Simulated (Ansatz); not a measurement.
System: Al-vacancy pair (Al on one host Mo site, one Mo site vacant) in bcc Mo (neutral cell). The step: a nearby Mo atom hops onto the vacant site (Al-vacancy distance between ideal sites 2.74 → 3.16 Å); the atom moves 2.71 Å along (0.50, 0.50, -0.49) of the unit cell; the moving atom starts with neighbours Al at 3.07, Al at 3.25; Mo at 2.73, 5 Mo at 2.74, Mo at 2.75, 2 Mo at 3.14, 2 Mo at 3.18 Å and ends with Al at 2.76; 2 Mo at 2.71, 3 Mo at 2.72, Mo at 2.75, Mo at 3.10, 4 Mo at 3.16, Mo at 3.22 Å. DFT values are from Ansatz (plane-wave PAW, 420 eV unless said) in a cell of 36 host sites, spin-restricted, static, with no finite-size correction. Forms of the defect that were not tried may lie lower. For the PBE band: the saddle point's order was not checked, and it lies on a symmetry element of the cell, where a band can be held.

```tsv
Level	Forward barrier (eV)	Cost of the band or of the saddle's single point
CHGNet universal potential (has no charge state), its own band	0.51	-
PBE, a 2×2×3 k-point mesh shifted by half a step, band relaxed	1.41	around 90 core-minutes (rough)
PBE, a 3×3×5 k-point mesh shifted by half a step, same geometries	1.38	very roughly 7 core-minutes
r2SCAN at 500 eV, a 2×2×3 k-point mesh shifted by half a step, same geometries	?	very roughly 6 core-minutes
```

Task: Complete the blanks.

Result: 
- r2SCAN at 500 eV, a 2×2×3 k-point mesh shifted by half a step, same geometries, Forward barrier (eV): 1.54

Ansatz is a quantum-chemistry and plane-wave program.
